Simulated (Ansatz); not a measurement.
The starting structures come from a database of crystals and need not be the phases stable at ambient conditions.

 Where the default PAW files enter, the runs use the earlier of Ansatz's two default sets.

By PBEsol, the system below comes out a metal.

Without scattering a metal conducts by its projected Fermi surface.

Data:

```yaml
crystal:
  lattice:
    - [5.16565, 0.00000, 0.00000]
    - [-2.58283, 4.63204, 0.00000]
    - [2.58283, 0.00000, 4.77101]
  atoms:
    - { symbol: Hf, position: [0.34351, 0.18702, 0.50000] }
    - { symbol: Hf, position: [0.65649, 0.81298, 0.50000] }
    - { symbol: Hf, position: [0.84351, 0.50000, 0.81298] }
    - { symbol: Hf, position: [0.15649, 0.50000, 0.18702] }
    - { symbol: Si, position: [0.25000, 0.00000, 0.00000] }
    - { symbol: Si, position: [0.75000, 0.00000, 0.00000] }
```

Space group of this cell: Fmmm. The cell is strained (lengths along the current scaled by 1.03, ions clamped); by PBEsol its mean pressure is -6.2 GPa.

The current flows along the normal of the first two printed cell vectors. No spin-orbit coupling; the value is a mean over 0.1 eV about the Fermi level.

### Question
State the ballistic conductance per area according to PBEsol in Ansatz (a first-principles code).

### Answer
0.27 × 10¹⁵ S/m² for both spins.
